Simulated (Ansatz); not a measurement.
AlB2-type ZrB2, treated with PBEsol in Ansatz (PAW).

Run with plane-wave cutoff 520 eV, 24×24×16 k mesh (along the axes of the cell as run), Fermi–Dirac smearing 0.05 eV, scalar-relativistic PAW data made under PBE.

Cell (relaxed at this level):

```cif
data_B2Zr
_chemical_formula_sum 'Zr1 B2'
_space_group_name_H-M_alt 'P 1'
_space_group_IT_number 1
_cell_length_a 3.15502
_cell_length_b 3.15502
_cell_length_c 3.50598
_cell_angle_alpha 90.000
_cell_angle_beta 90.000
_cell_angle_gamma 120.000
loop_
_space_group_symop_operation_xyz
  'x, y, z'
loop_
_atom_site_label
_atom_site_type_symbol
_atom_site_fract_x
_atom_site_fract_y
_atom_site_fract_z
_atom_site_occupancy
Zr1 Zr 0.00000 0.00000 0.00000 1
B1 B 0.33333 0.66667 0.50000 1
B2 B 0.66667 0.33333 0.50000 1
```

Question: Estimate the bulk modulus and pressure derivative B′ of the bulk modulus that the calculation returns.

Answer: 
- bulk modulus: 250 GPa
- pressure derivative B′ of the bulk modulus: 3.9

The run finds no gap.

Note: the bulk modulus comes from volumes at which shape and atoms were relaxed.

Computed values are for the static lattice.

Computing time: about 5 core-minutes (a rough figure).

Ansatz is an electronic-structure program.
